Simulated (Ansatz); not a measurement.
**By hand: formation energy of the neutral V_Se in Sb2Se3 (Pnma)**

This concerns the formation energy of the neutral V_Se in Sb2Se3 (Pnma). Reaction: 12 Sb2Se3 (Pnma) → cell A + Se (P3₁21).

A: a supercell of 60 sites of Sb2Se3 (Pnma) with one empty Se site amid 3 Sb; spin state with PBE: run without spin.

Ansatz (a quantum-chemistry and plane-wave program) with PAW potentials; structures come from PBE+D3(BJ) relaxations, nuclei static, no net charge. Ansatz runs with its default PAW set. Other levels take these structures. The lattices are those relaxed with PBE+D3(BJ), so at other levels the solids can be strained. Larger cells are relaxed from a start prepared with the learned potential CHGNet, on a coarser mesh till forces fall under 0.03 eV/Å, which some starts already meet. A dispersion term (D3(BJ), or D4 for r2SCAN) was computed beside these levels and is taken off wherever the name lacks it. Space groups of crystals are read within 0.01 Å. The runs are scalar-relativistic, without spin-orbit coupling. Mesh and cell size may move defect energies by 0.1 eV or more. The value holds for the reservoirs listed; other chemical potentials shift it. Cell A has symmetry Pm within 0.02 Å and got no random move, so less symmetric positions, which may lie lower, weren't tried.

Total energies of the cells in eV, at zero smearing width. They compare only within one column; the weights balance every element.

| cell | atoms | weight | PBE |
|---|---|---|---|
| A: Sb2Se3:V_Se | 59 | +1 | -347058.58752 |
| Se (P3₁21) | 3 | +1/3 | -16407.14960 |
| Sb2Se3 (Pnma) | 60 | −1 | -352529.00405 |

PBE: (-347058.58752) + 1/3 × (-16407.14960) − (-352529.00405) = 1.367 eV.

What follows from the PBE value: The value above is the Se-rich limit, with Se (P3₁21) as reservoir. The host forms with -0.26 eV/atom at this level, so before it gives way to its other element Δμ(Se) can go down to -0.26 × 5/3 = -0.43 eV (other compounds may narrow the range). The defect releases 1 Se, so the Se-poor limit is 1.37 + 1 × (-0.43) = 0.94 eV.

With the reservoirs of the reaction as written, and without entropy terms or charged states, the share of sites that hold the defect in equilibrium is exp(−1.37 eV/k_BT) = 1.2×10^-7 at 1000 K.
